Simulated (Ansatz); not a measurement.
Amorphous Ti₂₀O₄₅P₂, 67 atoms at 3.45 g/cm³, one PBE-relaxed geometry, zone centre. Methods: PBE, scalar-relativistic without spin-orbit coupling (Ansatz, a program for electronic structure); r2SCAN, scalar-relativistic without spin-orbit coupling (Ansatz); HSE06, scalar-relativistic without spin-orbit coupling (Ansatz). Plane waves to 420 eV (r2SCAN 500 eV); exact exchange is cut at the cell's faces. At PBE the levels at the filled edge of the gap are localised (band-tail or defect states). All rungs ran without spin polarisation.

It comes from a melt-quench run on a machine-learned potential (CHGNet), relaxed afterwards by DFT. O atoms were pushed apart under 1.9 Å during the dynamics, to hinder bonds among them. The hot cell started wider than the set density and was brought back towards it in steps. It is the lowest in DFT energy of 2 quenches. It is a model cell: composition and starting density were chosen by hand, and all elements were melted together. No dispersion term was used. Its density started from a set value of 3.45 and ended at 3.45 g/cm³. Cooling (nominally 360 K/ps over its main leg) ran many orders faster than in experiment, which tends to leave more defects and strain. A cell of this size samples the disorder only roughly. The volume was held where the preparation left it and the shape relaxed, at a PBE pressure of 0.4 GPa. On a 2×2×2 Γ-centred mesh force components of up to 0.21 eV/Å stay, since the relaxation ran on the zone centre alone.

The relaxation ran on the zone centre alone. At PBE the level gap is 2.31 eV on a 2×2×2 Γ-centred mesh, and the spacing at the zone centre alone 2.38 eV.

Question: What zone-centre spacing does r2SCAN give, roughly?

Answer: 2.72 eV (+0.35 eV against PBE).

Question: What zone-centre spacing does HSE06 give, roughly?

Answer: 3.91 eV (+1.53 eV against PBE).

The highest filled and the lowest empty state spread over these numbers of atoms (participation numbers): PBE: 13.2 and 7.4; r2SCAN: 13.0 and 7.0; HSE06: 13.7 and 7.3.
